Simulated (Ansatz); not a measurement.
Take BP in the rock salt structure (space group Fm-3m, No. 225; a = 4.3206 Å; a hypothetical phase, not in the database extracts checked; relaxed with 0.1 eV smearing) as the base. Axes: x, y, z lie along the cube axes.

(Cell as relaxed with PBE.)

Levels (all Ansatz, a program for electronic structure, PAW): PBE (420 eV, scalar-relativistic without spin-orbit coupling); PBEsol (420 eV, no spin-orbit coupling).

Each level relaxes its own structure.

```json
[
 {"base": "volume per atom", "PBE": "10.08 Å³", "PBEsol": "9.86 Å³"},
 {"base": "lattice parameter a", "PBE": "4.321 Å", "PBEsol": "4.289 Å"},
 {"base": "band gap", "PBE": "zero", "PBEsol": "zero"}
]
```

Now apply this change: biaxial strain +4.24 %, plane normal [001], relaxed out of plane (Cartesian); in-plane vectors clamped, the third vector and the atoms free.

| quantity | PBE | PBEsol |
|---|---|---|
| pressure (mean of the normal stresses, compression positive) | -6.2 GPa | ___ |
| energy relative to the base (free energy F) | +25 meV/atom | ___ |
| out-of-plane strain | -3.38 % | ___ |

Task: What does PBEsol give?

Result: 
- pressure (mean of the normal stresses, compression positive), PBEsol: -6.7 GPa
- energy relative to the base (free energy F), PBEsol: +27 meV/atom
- out-of-plane strain, PBEsol: -3.31 %

PBE's pressure lies 0.57 GPa above PBEsol's; PBE's energy relative to the base lies 1.8 meV/atom below PBEsol's; PBE's out-of-plane strain lies 0.07 % below PBEsol's. Neither level is exact; PBEsol is the comparison here, not a measurement.

Stability against distortions was not tested. All final runs are without spin polarisation.
